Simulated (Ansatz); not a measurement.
Start from WSe2 (space group Fm-3m, No. 225; a = 6.266 Å; ferromagnetic; a hypothetical phase, not in the database extracts checked).

Computed with plane-wave PAW DFT at the PBE level (Ansatz, a quantum-chemistry and plane-wave program, 420 eV), no SOC, earlier PAW set.

One change was made to it. Results:

The shortest interatomic distance increases by 0.203 Å (2.713 Å → 2.916 Å); the band gap changes from zero to 0.60 eV.

Task: Name the change that was made.
A. Se → Ge
B. W → Mo
C. W → Os
D. Se → I

Result: D, Se → I. For comparison, the band gap in the other runs: Se → Ge gives zero; W → Mo gives zero; W → Os gives zero.

Other magnetic orders, which the real material may have, were not ruled out. Spin-orbit coupling, missing from the scalar runs, can matter with I and W. No phonon test of stability was made. As relaxed here, WI2, WGe2, MoSe2 and OsSe2 are hypothetical phases, not in the database extracts checked. Spin-polarised in the final run: base and MoSe2; the other runs are not. WGe2 has a high density of states at the Fermi level and may be magnetic at this level. A zero or small gap of OsSe2 can be the functional's error rather than a property of the material.
